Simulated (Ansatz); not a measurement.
Consider a periodic stack without vacuum, zinc-blende InP (0 0 1) on cubic CsPbBr3 (0 0 1) (film strained to the substrate, started from cuts of the bulks and a machine-learned relaxation; slabs Cs3Br7Pb2 and In8P8, which can lie off the formulas): substrate slab Cs3Br7Pb2, film In8P8, surface cells [[0, 1], [-1, 0]] and [[0, -1], [2, 1]], film strained by +0.7 and +0.7 %, outermost planes BrCs/BrCs and P/In as cut, which need not be the usual terminations and can put a slab off its formula. Its start:

```
CELL_PARAMETERS angstrom
      6.00000     0.00000    -0.06586
      0.00000     6.00000    -0.09025
      0.69993    -0.41180    27.75609
ATOMIC_POSITIONS crystal
  Cs 0.94429 0.95685 0.08122
  Br 0.52024 0.52558 0.04691
  Cs 0.98102 0.01272 0.27921
  Pb 0.46557 0.49099 0.16151
  Br 0.96483 0.46777 0.15959
  Br 0.43756 0.99030 0.15995
  Br 0.46235 0.51568 0.27139
  Cs 0.01560 0.07092 0.46768
  Pb 0.46659 0.53820 0.38613
  Br 0.96551 0.51663 0.37508
  Br 0.47290 0.03505 0.37384
  Br 0.37673 0.58672 0.49084
  In 0.37013 0.81804 0.73400
  In 0.86985 0.31727 0.72861
  In 0.87327 0.80177 0.62571
  In 0.37021 0.30452 0.62464
  In 0.36179 0.83951 0.94220
  In 0.85192 0.35126 0.94208
  In 0.86713 0.83509 0.83585
  In 0.36208 0.33002 0.83578
  P  0.12901 0.05266 0.67973
  P  0.61300 0.56601 0.67982
  P  0.74207 0.16423 0.58328
  P  0.99294 0.41728 0.58478
  P  0.11175 0.08932 0.89071
  P  0.61110 0.58960 0.88851
  P  0.62081 0.07812 0.78454
  P  0.11341 0.57123 0.78455
```

The start was prepared with a machine-learned potential, and the result is one local minimum, with the in-plane cell held and forces under 0.04 eV/Å; the film can end far from its bulk form.

The numbers are results of PBE (plane waves to 420 eV, PAW; Ansatz, an electronic-structure program), not measurements. Scalar-relativistic, without spin–orbit coupling; the runs are not spin-polarised. Its k-point mesh 4×4×1, Fermi–Dirac width 0.05 eV.

Task: Predict the relaxed interface.

Result: 
| Item | Result |
|---|---|
| interface area | 36.0 Å² |
| period | 28.65 Å |
| heights between the nearest atoms of the two slabs at the two interfaces | 3.41 and 2.46 Å |
| Cs–In contacts across the interfaces within 1.22 times the sum of covalent radii | 2, mean 4.23 Å |
| Cs–P contacts across the interfaces within 1.22 times the sum of covalent radii | 2, mean 3.62 Å |
| Br–In contacts across the interfaces within 1.22 times the sum of covalent radii | 1, mean 2.74 Å |
| two interfaces | unlike, so that offsets are their mean |
